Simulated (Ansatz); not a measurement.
# Carrier properties of BP under load (space group F-43m)

Here is the system:

```yaml
crystal:
  lattice:
    - [0.00000, 2.27879, 2.27879]
    - [2.27879, 0.00000, 2.27879]
    - [2.27879, 2.27879, 0.00000]
  atoms:
    - { symbol: B, position: [0.00000, 0.00000, 0.00000] }
    - { symbol: P, position: [0.25000, 0.25000, 0.25000] }
```

These are r2SCAN with spin-orbit coupling, rigid bands (plane waves, PAW; Ansatz, a program for electronic structure) values and carry that method's errors. Condition of this run: hydrostatic pressure of -4 GPa (compression positive) (the target of the relaxation). Geometry: cell and atoms relaxed with PBEsol, then loaded as said.

| Property | Value |
|---|---|
| band gap | 1.42 eV |
| electron conductivity mass (300 K, dilute) | 0.32 mₑ |
| hole conductivity mass (300 K, dilute) | 0.40 mₑ |
| effective density of states N_c (300 K) | 4.1e19 cm⁻³ |
| effective density of states N_v (300 K) | 2.3e19 cm⁻³ |
| density-of-states mass, electrons | 1.38 mₑ |
| density-of-states mass, holes | 0.95 mₑ |
| Seebeck coefficient, n-type 1e19 cm⁻³, 300 K | -334 μV/K |
| best n-type power factor at 300 K for τ = 10 fs (best axis; densities from 1e16 to 1e21 cm⁻³ tried, whether or not they can be reached) | 19.9 μW/(cm·K²) at 1e20 cm⁻³ |
| Seebeck coefficient, p-type 1e19 cm⁻³, 300 K | 317 μV/K |
| best p-type power factor at 300 K for τ = 10 fs (best axis; densities from 1e16 to 1e21 cm⁻³ tried, whether or not they can be reached) | 14.4 μW/(cm·K²) at 1e20 cm⁻³ |

Rigid bands; masses and Seebeck coefficients take one relaxation time τ for all states and one kind of carrier; polarons and phonon drag are left out. Geometry: cell and atoms relaxed with PBEsol.
